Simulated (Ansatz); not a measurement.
Results of revPBE (Ansatz, a first-principles code, plane waves, PAW) for CaC6 (R-3m, No. 166, 7 atoms in the cell).

Run with plane-wave cutoff 520 eV, 16×16×16 k mesh, Fermi–Dirac smearing 0.05 eV, scalar-relativistic PAW data made under PBE.

The cell is scaled about its equilibrium volume:

Shape and atoms are relaxed at each volume.

| V (Å³/atom) | P (GPa) | c (Å) | a (Å) |
|---|---|---|---|
| 10.284 | 4.37 | 13.222 | 4.343 |
| 10.499 | 1.97 | 13.442 | 4.352 |
| 10.713 | 0.00 | 13.673 | 4.359 |
| 10.927 | -1.66 | 13.910 | 4.364 |
| 11.141 | -2.85 | 14.165 | 4.367 |

Note: the relaxation could not lower the start's symmetry, so the cell can be a saddle point above a distorted one; the bulk modulus comes from volumes at which shape and atoms were relaxed.
